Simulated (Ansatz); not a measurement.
Start from KZnF3 in the cubic perovskite structure (space group Pm-3m, No. 221; a = 4.127 Å).

Computed with Ansatz (a quantum-chemistry and plane-wave program), PBE, PAW, cutoff 420 eV, spin-orbit coupling left out.

Base values:

* **Band gap**: 3.71 eV
* **Density**: 3.81 g/cm³

Modification: a hydrostatic pressure of 1.5 GPa.

**Question.** What does the calculation give for the band gap after the change?

**Answer.** The band gap goes up by 0.053 eV to 3.77 eV.

**Question.** Predict the new density.

**Answer.** The density grows by 0.08 g/cm³, from 3.81 g/cm³ to 3.89 g/cm³.

Load acts through the strain it causes; cell and atoms are relaxed under it. No phonon test of stability was made. Many cubic perovskites are stable only at high temperature; tilts and polar distortions were not tested.
